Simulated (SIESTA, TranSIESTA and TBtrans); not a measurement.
Run with TranSIESTA and TBtrans (open boundaries, self-consistent; PseudoDojo norm-conserving potentials, scalar-relativistic): Spin polarized, PAO.BasisSize SZP, PAO.EnergyShift 0.15 eV, XC.Authors PBE, Mesh.Cutoff 200 Ry, ElectronicTemperature 300 K, TS.Voltage 0.0 eV, TBT.Elecs.Eta 0.001 eV.

Device: Pt chain with one bond stretched by 2.0 Å. Leads: straight Pt chain, spacing 2.4 Å. Geometry: as built, not relaxed. Transport runs along z; the first 6 and the last 6 of the 20 atoms are the lead cells, repeated to infinity.

```xyz
20
Lattice="9.000 0.000 0.000 0.000 9.000 0.000 0.000 0.000 50.000" Properties=species:S:1:pos:R:3 pbc="F F T"
Pt     4.500     4.500     0.000
Pt     4.500     4.500     2.400
Pt     4.500     4.500     4.800
Pt     4.500     4.500     7.200
Pt     4.500     4.500     9.600
Pt     4.500     4.500    12.000
Pt     4.500     4.500    14.400
Pt     4.500     4.500    16.800
Pt     4.500     4.500    19.200
Pt     4.500     4.500    21.600
Pt     4.500     4.500    26.000
Pt     4.500     4.500    28.400
Pt     4.500     4.500    30.800
Pt     4.500     4.500    33.200
Pt     4.500     4.500    35.600
Pt     4.500     4.500    38.000
Pt     4.500     4.500    40.400
Pt     4.500     4.500    42.800
Pt     4.500     4.500    45.200
Pt     4.500     4.500    47.600
```
Starting moments (μB): atom 7 +0.6, atom 8 +0.6, atom 9 +0.6, atom 10 +0.6, atom 11 +0.6, atom 12 +0.6, atom 13 +0.6, atom 14 +0.6; lead atoms +0.6 (left) and +0.6 (right).

Task: Predict: conductance at 300 K (G0 = 2e²/h); mean T from −0.5 to 0.5 eV.

Result: conductance at 300 K (G0 = 2e²/h): 0.23; mean T from −0.5 to 0.5 eV: 0.22. A magnetic start was tried, and the separate lead runs end without a moment. The straight chain is held at its spacing; free chains may zigzag or dimerise. Spin-orbit coupling, left out here, matters for the heavy atoms.
